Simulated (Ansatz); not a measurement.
The starting structures come from a database of crystals and need not be the phases stable at ambient conditions.

 Where the default PAW files enter, the runs use the earlier of Ansatz's two default sets.

Crystal: LaF3 (P6_3/mmc, not sure to be the ambient phase, 8 atoms a cell, 13.7 Å³ an atom); planes in its conventional cell.

Calculation: r2SCAN (plane waves, PAW; Ansatz, an electronic-structure program).

No gap correction and no spin-orbit coupling; mid-gap values are interpolated between computed energies.

```tsv
plane	area of the cell (Å²)	mid-gap κ (1/Å)	largest κ in the gap (1/Å)
(001)	14.9	0.49	0.51
(100)	30.4	[?]	[?]
(110)	52.7	[?]	[?]
```

Problem. The slowest decay depends on the direction. Supply the withheld values.

Solution. 
- (100), mid-gap κ (1/Å): 0.56
- (100), largest κ in the gap (1/Å): 0.56
- (110), mid-gap κ (1/Å): 0.57
- (110), largest κ in the gap (1/Å): 0.57
